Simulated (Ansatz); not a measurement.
Consider TiO2 in the anatase structure (space group I4_1/amd, No. 141; a = 3.7698 Å, c = 9.5517 Å).

Computed with PBEsol in Ansatz (plane waves to 420 eV, PAW, no spin-orbit coupling).

Base values:

The pressure is 0.00 GPa and the band gap comes out as 2.11 eV. The gap character comes out as indirect, Γ–X (87 % along) → Γ.

Now apply this change: every lattice vector is shortened by 0.60 %; the atoms relax in the strained cell.

### Question
Estimate the effect on the pressure, energy relative to the base, band gap and gap character.

### Answer
The pressure (mean of the normal stresses, compression positive) goes from zero to 3.80 GPa; the energy increases by 2.4 meV/atom; the band gap goes up by 0.015 eV to 2.12 eV; the gap character stays indirect, Γ–X (87 % along) → Γ.

Whether these cells are dynamically stable was not tested. All final runs are without spin polarisation.

Ansatz is an electronic-structure program.
